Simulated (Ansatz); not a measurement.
```
CELL_PARAMETERS angstrom
      3.07351     0.00000     0.00000
     -1.53675     2.66174     0.00000
      0.00000     0.00000     5.04525
ATOMIC_POSITIONS crystal
  Si 0.33333 0.66667 0.49960
  Si 0.66667 0.33333 0.99960
  C  0.33333 0.66667 0.87540
  C  0.66667 0.33333 0.37540
```

The cell is taken as given.

Transport runs along the normal of the first two printed cell vectors, the (001) plane of the conventional cell.

No gap correction and no spin-orbit coupling; mid-gap is the computed energy nearest the middle.

Question: Give the band gap and the smallest decay constant κ at mid-gap that Ansatz (a program for electronic structure) with r2SCAN yields.

Answer: Gap 2.65 eV on a 12×12×6 mesh; κ = 0.243 1/Å, at the zone centre.
